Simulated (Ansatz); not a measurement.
**A computed series for Ge: response to strain**

Base system: Ge in the diamond structure (space group Fd-3m, No. 227; a = 5.622 Å). Axes: x, y, z lie along the cube axes.

Strains are applied to the cell and any free atomic positions relax; under biaxial strain the out-of-plane vector relaxes too.

Level of theory: Ansatz (a first-principles code), LDA, PAW, cutoff 420 eV, without spin-orbit coupling.

Candidates:
(a) biaxial strain −0.83 %, plane normal [111], relaxed out of plane
(b) biaxial strain −2.50 %, plane normal [111], relaxed out of plane
(c) biaxial strain −1.25 %, plane normal [111], relaxed out of plane
(d) biaxial strain −1.67 %, plane normal [111], relaxed out of plane
(e) biaxial strain +2.50 %, plane normal [111], relaxed out of plane

Notes on the quantities. energy relative to the base: free energy F.

Task: Order them by energy relative to the base, highest first.

Result: (b) biaxial strain −2.50 %, plane normal [111], relaxed out of plane (+16 meV/atom), (e) biaxial strain +2.50 %, plane normal [111], relaxed out of plane (+14 meV/atom), (d) biaxial strain −1.67 %, plane normal [111], relaxed out of plane (+7.0 meV/atom), (c) biaxial strain −1.25 %, plane normal [111], relaxed out of plane (+3.9 meV/atom), (a) biaxial strain −0.83 %, plane normal [111], relaxed out of plane (+1.7 meV/atom)

Stability against distortions was not tested.
